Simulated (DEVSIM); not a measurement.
**Si p-i-n diode**

System: Si p-i-n diode, at 300 K.

| layer (left to right) | material | thickness (μm) | Nd (cm⁻³) | Na (cm⁻³) | τn (s) | τp (s) |
|---|---|---|---|---|---|---|
| 1 | Si | 0.270 | - | 3.4e17 | 0.0001 | 0.0001 |
| 2 | Si | 13.0 | 1.6e11 | - | 0.0001 | 1e-5 |
| 3 | Si | 0.920 | 8.4e18 | - | 0.0001 | 0.0001 |

Left contact: ohmic. Right contact: ohmic. Voltage is applied to the left contact. Recombination: SRH at mid-gap, radiative. Mobility is constant in doping.

The device is made up for the run: typed textbook-type constants, with dimensions and the other settings drawn at random. Values at 300 K.

```
parameter           Si
-------------  -------
gap (eV)         1.124
affinity (eV)     4.05
permittivity      11.7
Nc (cm⁻³)      2.86e19
Nv (cm⁻³)       3.1e19
μn (cm²/Vs)       1417
μp (cm²/Vs)        470
B (cm³/s)      4.7e-15
```

DEVSIM, 1D drift-diffusion, Boltzmann statistics, complete ionisation; no tunnelling, impact ionisation, image-force lowering or self-heating.

```json
{
  "potential_step_across_the_device_at_zero_bias": "0.976 V",
  "Dark forward voltage at 1 A/cm²": "0.607 V",
  "Dark forward voltage at 100 A/cm²": "0.755 V"
}
```

Dark forward current:

```
V (V)  J (A/cm²)
-----  ---------
0.05      1.3e-8
0.10      5.7e-8
0.20      8.1e-7
0.25      3.2e-6
0.30      1.4e-5
0.40     0.00044
0.45      0.0028
0.50       0.019
0.55        0.12
0.65         4.4
0.70          22
0.75          89
0.85         940
0.90        2500
```

Small-signal capacitance in reverse bias (quasi-static):

```json
[
 {"V (V)": "-0.1", "C (nF/cm²)": "0.972"},
 {"V (V)": "-0.25", "C (nF/cm²)": "0.923"},
 {"V (V)": "-0.5", "C (nF/cm²)": "0.884"},
 {"V (V)": "-0.75", "C (nF/cm²)": "0.864"},
 {"V (V)": "-1", "C (nF/cm²)": "0.852"},
 {"V (V)": "-1.5", "C (nF/cm²)": "0.837"},
 {"V (V)": "-2", "C (nF/cm²)": "0.828"},
 {"V (V)": "-2.5", "C (nF/cm²)": "0.823"},
 {"V (V)": "-3.25", "C (nF/cm²)": "0.817"},
 {"V (V)": "-4", "C (nF/cm²)": "0.814"},
 {"V (V)": "-5", "C (nF/cm²)": "0.810"}
]
```
